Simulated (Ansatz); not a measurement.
# YN: pressure series

The parent structure is YN in the rock salt structure (space group Fm-3m, No. 225).

```yaml
crystal:
  lattice:
    - [0.00000, 2.45292, 2.45292]
    - [2.45292, 0.00000, 2.45292]
    - [2.45292, 2.45292, 0.00000]
  atoms:
    - { symbol: Y, position: [0.50000, 0.50000, 0.50000] }
    - { symbol: N, position: [0.00000, 0.00000, 0.00000] }
```

Cell and atoms are relaxed at each pressure.

All numbers come from Ansatz (a first-principles code) PBE, no spin-orbit coupling.

Two rows of this table had their results exchanged by mistake.

```json
[
 {"pressure": "pressure −2 GPa", "volume per atom (Å³)": "14.33", "shortest distance (Å)": "2.429", "band gap": "0.16 eV"},
 {"pressure": "pressure −1 GPa", "volume per atom (Å³)": "14.85", "shortest distance (Å)": "2.458", "band gap": "0.22 eV"},
 {"pressure": "pressure 0.3 GPa", "volume per atom (Å³)": "14.73", "shortest distance (Å)": "2.451", "band gap": "0.21 eV"},
 {"pressure": "pressure 0.7 GPa", "volume per atom (Å³)": "14.70", "shortest distance (Å)": "2.449", "band gap": "0.20 eV"},
 {"pressure": "pressure 1.5 GPa", "volume per atom (Å³)": "14.62", "shortest distance (Å)": "2.445", "band gap": "0.20 eV"},
 {"pressure": "pressure 3 GPa", "volume per atom (Å³)": "14.49", "shortest distance (Å)": "2.438", "band gap": "0.18 eV"},
 {"pressure": "pressure 5 GPa", "volume per atom (Å³)": "14.95", "shortest distance (Å)": "2.463", "band gap": "0.23 eV"},
 {"pressure": "pressure 7.5 GPa", "volume per atom (Å³)": "14.14", "shortest distance (Å)": "2.418", "band gap": "0.14 eV"},
 {"pressure": "pressure 10 GPa", "volume per atom (Å³)": "13.96", "shortest distance (Å)": "2.408", "band gap": "0.11 eV"}
]
```

**Question.** Which two?

**Answer.** The rows for pressure −2 GPa and pressure 5 GPa: the volume has to fall steadily with pressure, so 14.95 Å³ belongs to pressure −2 GPa and 14.33 Å³ to pressure 5 GPa.

Load acts through the strain it causes; cell and atoms are relaxed under it. Whether these cells are dynamically stable was not tested. No other phases were tried under pressure. The base started in Pnma and relaxed to Fm-3m at this level. The zero or small gap of YN can change with the level of theory.
